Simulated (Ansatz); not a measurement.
# A computed series for SiC: pressure series

Start from SiC in the wurtzite structure (space group P6_3mc, No. 186).

```
SiC
1.0
    3.07548     0.00000     0.00000
   -1.53774     2.66344     0.00000
    0.00000     0.00000     5.04859
Si C
2 2
Direct
  0.66667   0.33333   0.00050
  0.33333   0.66667   0.50050
  0.66667   0.33333   0.62470
  0.33333   0.66667   0.12470
```

Cell and atoms are relaxed at each pressure.

The values are results of Ansatz (a quantum-chemistry and plane-wave program) r2SCAN, no SOC, earlier PAW set, not measurements.

Notes on the quantities. enthalpy: H = E + PV relative to the base's energy.

```csv
variant,enthalpy,smallest direct gap,band gap,shortest interatomic distance
base,–,4.48 eV,2.65 eV,188.3 pm
pressure −2 GPa,-0.13 eV/atom,4.46 eV,2.66 eV,188.9 pm
pressure −1 GPa,-0.06 eV/atom,4.47 eV,2.66 eV,188.6 pm
pressure 3 GPa,+0.19 eV/atom,4.51 eV,2.63 eV,187.5 pm
pressure 7 GPa,+0.45 eV/atom,4.54 eV,2.61 eV,186.5 pm
pressure 15 GPa,+0.94 eV/atom,4.61 eV,2.56 eV,184.7 pm
pressure 30 GPa,+1.83 eV/atom,4.72 eV,2.49 eV,181.8 pm
pressure 50 GPa,+2.96 eV/atom,4.84 eV,2.41 eV,178.5 pm
pressure 75 GPa,+4.29 eV/atom,…,…,…
pressure 100 GPa,+5.56 eV/atom,5.09 eV,2.25 eV,172.4 pm
```

### Question
What belongs in the blanks?

### Answer

- pressure 75 GPa, smallest direct gap: 4.97 eV
- pressure 75 GPa, band gap: 2.32 eV
- pressure 75 GPa, shortest interatomic distance: 175.2 pm

Load acts through the strain it causes; cell and atoms are relaxed under it. Stability against distortions was not tested. Competing high-pressure phases were not computed.
